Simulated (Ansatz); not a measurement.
System: A15 Nb₃Sn (cubic form, which distorts at low temperature). Method: PBEsol (PAW; Ansatz, a program for electronic structure).

Run with plane-wave cutoff 520 eV, 10×10×10 k mesh, Fermi–Dirac smearing 0.05 eV, no spin polarisation, scalar-relativistic PAW data made under PBE.

Computed points:

```
V (Å³/atom)  E − E_lowest (meV/atom)  P (GPa)
-----------  -----------------------  -------
17.086                         40.03    12.39
17.449                         17.18     7.83
17.813                          4.16     3.72
18.176                          0.00     0.01
18.540                          3.83    -3.33
18.903                         14.86    -6.34
19.267                         32.38    -9.06
```

Q: Estimate the bulk modulus and its pressure derivative from these points.

A: V0 = 18.177 Å³/atom, B0 = 176 GPa, B′ = 4.2 (fit to the energies at full precision).

Measured, for comparison: bulk modulus 165 GPa (4 K, zero-point motion not removed; as tabulated in Lu and Klein (1997), arXiv:cond-mat/9704251); equilibrium volume per atom 18.49 Å³/atom (temperature not stated, not corrected to a static lattice; as tabulated in Priinits et al. (2024), arXiv:2406.00817). Computed (rounded) less measured: bulk modulus +7 %, equilibrium volume per atom -1.7 %. A static lattice is as a rule a little smaller and stiffer than an uncorrected measurement, which narrows the difference in the equilibrium volume per atom and would widen misses of the other sign.

Note: symmetry holds this phase in the static calculation, where it need not be a minimum.

Spin–orbit coupling is not included.
